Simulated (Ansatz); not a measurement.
Here is the system:

Host crystal: corundum, with a band gap (PBE, scalar-relativistic without spin-orbit coupling).

End structure of the 1x1 (0001) surface of corundum (cut with top plane Al):

```
CELL_PARAMETERS angstrom
      4.80875     0.00000     0.00000
     -2.40438     4.16450     0.00000
      0.00000     0.00000    27.50000
ATOMIC_POSITIONS crystal
  Al 0.66667 0.33333 0.37743
  O  0.65631 0.68187 0.38078
  O  0.31813 0.97443 0.38078
  O  0.02557 0.34369 0.38078
  Al 0.00000 0.00000 0.41229
  Al 0.33333 0.66667 0.42276
  O  0.31288 0.31024 0.45957
  O  0.99736 0.68712 0.45957
  O  0.68976 0.00264 0.45957
  Al 0.66667 0.33333 0.49258
  Al 0.00000 0.00000 0.50742
  O  0.97691 0.33070 0.54043
  O  0.66930 0.64621 0.54043
  O  0.35379 0.02309 0.54043
  Al 0.33333 0.66667 0.57724
  Al 0.66667 0.33333 0.58771
  O  0.64110 0.98964 0.61922
  O  0.34854 0.35890 0.61922
  O  0.01036 0.65146 0.61922
  Al 0.00000 0.00000 0.62257
```

Set-up: 20 atoms, 6.7 Å thick at the start (thin: gaps and levels are the slab's own); mesh 6x6x1; 0.01 eV smearing; dipole correction on; 9 atoms held, the rest relaxed; held to the start's symmetry, so lower structures may exist; no spin, no spin-orbit, no U.

Predict the gap of the slab on its k-mesh from PBE (Ansatz, a first-principles code).

4.73 eV

What highest filled level below the top vacuum level does PBE give?

6.56 eV
